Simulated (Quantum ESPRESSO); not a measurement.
Quantum ESPRESSO run on IrRh₃ (I4/mmm, 4 atoms in the cell): self-consistent single point.

Level of theory: LDA (PZ), GBRV 1.5 ultrasoft (LDA) pseudopotentials (plane waves; Quantum ESPRESSO 7.5).

The change in words: lattice scaled by 0.98. Reference geometry:
```yaml
crystal:
  lattice:
    - [-1.90678, 1.90678, 3.81948]
    - [1.90678, -1.90678, 3.81948]
    - [1.90678, 1.90678, -3.81948]
  atoms:
    - { symbol: Ir, position: [0.00000, 0.00000, 0.00000] }
    - { symbol: Rh, position: [0.75000, 0.25000, 0.50000] }
    - { symbol: Rh, position: [0.25000, 0.75000, 0.50000] }
    - { symbol: Rh, position: [0.50000, 0.50000, 0.00000] }
```

Reference input (self-consistent single point, DFT, LDA (PZ), plane waves, GBRV 1.5 ultrasoft (LDA) pseudopotentials): ecutwfc = 40 Ry; ecutrho = 320 Ry; occupations = smearing; smearing = gaussian; degauss = 0.0099958 Ry; potentials = {Ir: ir_lda_v1.2.uspp.F.UPF, Rh: rh_lda_v1.4.uspp.F.UPF}; K_POINTS = automatic 10 10 10 0 0 0; conv_thr = 1e-10 Ry; mixing_beta = 0.7. This run's input differs from it in these lines:

```diff
@@ -33,5 +33,5 @@
 CELL_PARAMETERS {angstrom}
-  -1.9067800000     1.9067800000     3.8194850000
-   1.9067800000    -1.9067800000     3.8194850000
-   1.9067800000     1.9067800000    -3.8194850000
+  -1.8686440000     1.8686440000     3.7430950000
+   1.8686440000    -1.8686440000     3.7430950000
+   1.8686440000     1.8686440000    -3.7430950000
```

Log, with long lists cut:

```
     Self-consistent Calculation

     iteration #  1     ecut=    40.00 Ry     beta= 0.70

     negative rho (up, down):  4.398E-01 0.000E+00

     total energy              =    -694.56882708 Ry
     estimated scf accuracy    <       2.90193432 Ry

     iteration #  2     ecut=    40.00 Ry     beta= 0.70

     negative rho (up, down):  4.796E-01 0.000E+00

     total energy              =    -694.49728053 Ry
     estimated scf accuracy    <       7.59816418 Ry

     iteration #  3     ecut=    40.00 Ry     beta= 0.70

     negative rho (up, down):  4.745E-01 0.000E+00

     total energy              =    -695.52310116 Ry
     estimated scf accuracy    <       2.52859364 Ry

   [... 8 blocks of this kind left out ...]

     iteration # 12     ecut=    40.00 Ry     beta= 0.70

     negative rho (up, down):  4.748E-01 0.000E+00

     total energy              =    -695.92101861 Ry
     estimated scf accuracy    <          9.6E-10 Ry

     iteration # 13     ecut=    40.00 Ry     beta= 0.70

     negative rho (up, down):  4.748E-01 0.000E+00
     End of self-consistent calculation

     Number of k-points >= 100: set verbosity='high' to print the bands.

     the Fermi energy is    23.6484 ev

!    total energy              =    -695.92101861 Ry
     estimated scf accuracy    <          5.0E-11 Ry
     smearing contrib. (-TS)   =      -0.00285182 Ry
     internal energy E=F+TS    =    -695.91816679 Ry

     convergence has been achieved in  13 iterations

     negative rho (up, down):  4.748E-01 0.000E+00

     Forces acting on atoms (cartesian axes, Ry/au):

     atom    1 type  1   force =     0.00000000    0.00000000    0.00000000
   [... zero for the other atoms too ...]

     Total force =     0.000000     Total SCF correction =     0.000000

     negative rho (up, down):  4.748E-01 0.000E+00
          total   stress  (Ry/bohr**3)                   (kbar)     P=       72.40
   0.00049359  -0.00000000   0.00000000           72.61       -0.00        0.00
   0.00000000   0.00049359   0.00000000            0.00       72.61        0.00
   0.00000000   0.00000000   0.00048936            0.00        0.00       71.99

   JOB DONE.
```

The run converged in 13 iterations. Against the reference run the free energy falls by 7.5 meV/atom and the pressure goes from -12.87 to 7.24 GPa.

The starting cell comes from a database of computed structures (which also holds hypothetical and non-ambient phases and stackings), without a prior relaxation at this level. For this run, on top of that: lattice scaled by 0.98. Spin polarisation is off. With a pressure of about 7 GPa the cell is away from its equilibrium volume at this level.

Cost on one core of a shared machine: roughly 90 s.
